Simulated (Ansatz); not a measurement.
**Pressure series in BaTiO3**

Base system: BaTiO$_{3}$ (space group P4mm, No. 99; a = 3.985 Å, c = 4.204 Å).

Cell and atoms are relaxed at each pressure.

The values are results of plane-wave PAW DFT at the PBE level (Ansatz, an electronic-structure program, 420 eV), no spin-orbit coupling, earlier PAW set, not measurements.

Computed cases, in order: pressure −1 GPa; 0 GPa (base); pressure 3 GPa; pressure 7 GPa; pressure 15 GPa; pressure 30 GPa; pressure 50 GPa; pressure 75 GPa; pressure 100 GPa.

Task: Between which two neighbouring cases does the space group change?

Result: Between pressure 15 GPa (P4mm (No. 99)) and pressure 30 GPa (Pm-3m (No. 221)). The whole series: pressure −1 GPa: P4mm (No. 99); 0 GPa (base): P4mm (No. 99); pressure 3 GPa: P4mm (No. 99); pressure 7 GPa: P4mm (No. 99); pressure 15 GPa: P4mm (No. 99); pressure 30 GPa: Pm-3m (No. 221); pressure 50 GPa: Pm-3m (No. 221); pressure 75 GPa: Pm-3m (No. 221); pressure 100 GPa: Pm-3m (No. 221).

Load acts through the strain it causes; cell and atoms are relaxed under it. Whether these cells are dynamically stable was not tested. Competing high-pressure phases were not computed. The final runs are not spin-polarised.
